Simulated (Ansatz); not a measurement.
Base system: BeS in the zinc blende structure (space group F-43m, No. 216).

```yaml
crystal:
  lattice:
    - [0.00000, 2.41904, 2.41904]
    - [2.41904, 0.00000, 2.41904]
    - [2.41904, 2.41904, 0.00000]
  atoms:
    - { symbol: Be, position: [0.00000, 0.00000, 0.00000] }
    - { symbol: S, position: [0.25000, 0.25000, 0.25000] }
```

Cartesian axes are those of the cell as printed.

Method: PBEsol, PAW, 420 eV (Ansatz, a program for electronic structure; no spin-orbit coupling).

Now apply this change: the cell is scaled by 0.9800 in all directions; the atoms relax in the strained cell.

Problem. Predict the stress tensor and what it implies for the stiffness.

Solution. Stress of the strained cell less that of the base (GPa, compression positive):
```
   6.60    0.00    0.00
   0.00    6.60    0.00
   0.00    0.00    6.60
```

Then B = −ΔP/(ΔV/V₀) with ΔV/V₀ = -0.0588 gives secant stiffness values (nonlinear terms included at this strain): B ≈ 112 GPa.

As a check, the harmonic strain energy −½ V₀ Δσ:ε is 17 meV/atom; the computed energy rise is 16 meV/atom.

Stability against distortions was not tested.
